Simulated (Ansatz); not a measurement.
# Au: response to strain

The reference is Au in the fcc (Cu type) structure (space group Fm-3m, No. 225; a = 4.083 Å; relaxed with 0.1 eV smearing). Axes: x, y, z lie along the cube axes.

Strains are applied to the cell and any free atomic positions relax; under biaxial strain the out-of-plane vector relaxes too.

Calculations: plane-wave PAW DFT at the PBEsol level (Ansatz, a quantum-chemistry and plane-wave program, 420 eV), no SOC, earlier PAW set.

Candidates:
(a) isotropic strain +3.89 %
(b) isotropic strain +3.72 %
(c) biaxial strain −1.80 %, plane normal [001], relaxed out of plane

Notes on the quantities. energy relative to the base: free energy F.

**Question.** Order them by energy relative to the base, lowest first.

**Answer.** (c) biaxial strain −1.80 %, plane normal [001], relaxed out of plane (+3.3 meV/atom), (b) isotropic strain +3.72 % (+97 meV/atom), (a) isotropic strain +3.89 % (+105 meV/atom)

Stability against distortions was not tested.
